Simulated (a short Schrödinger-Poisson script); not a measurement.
Solved with a short Schrödinger-Poisson script written for these runs: 1D Poisson equation in equilibrium, electrons quantum, Hartree (BenDaniel-Duke, 12 states a valley, the channel's in-plane mass for all, wave functions ending at the dielectric), parabolic valleys, classical holes, full ionisation, no traps, pinning or gate leakage.

Stack: MOS inversion layer, SiO2 on p-type GaN, at 300 K.

From the gate side: 2.2 nm SiO2; 340 nm GaN, acceptors 3.4e18 cm⁻³.

Constants are typed, rounded textbook-type inputs, not results; the design itself was drawn at random and stands for no fabricated device. SiO2: permittivity 3.9, conduction-band edge (eV) 3.2, gap (eV) 9, electron mass (mₑ) 0.5. GaN: permittivity 9.5, conduction-band edge (eV) 0, gap (eV) 3.43, Nv at 300 K (cm⁻³) 4.6e19.

Channel valleys (confinement mass, in-plane density-of-states mass, number): Γ 0.2, 0.2, 1. At the gate the conduction-band edge of layer 1 lies 3.7 eV − eVg above the Fermi level of the channel; the field vanishes at the back. Gaps are held at their typed values at every temperature. Mesh 0.03 nm at interfaces.

Give the sheet density of all electrons at Vg = 3 V (cm⁻²); the gate voltage at 1e11 electrons/cm² (V); the lowest subband against the Fermi level at Vg = 3 V (meV).

sheet density of all electrons at Vg = 3 V (cm⁻²): 6.08e12; gate voltage at 1e11 electrons/cm² (V): 2.10; lowest subband against the Fermi level at Vg = 3 V (meV): -71.2. In real p-type GaN the Mg acceptor is only partly ionised, and so wide a gap doesn't supply an inversion layer without source and drain.
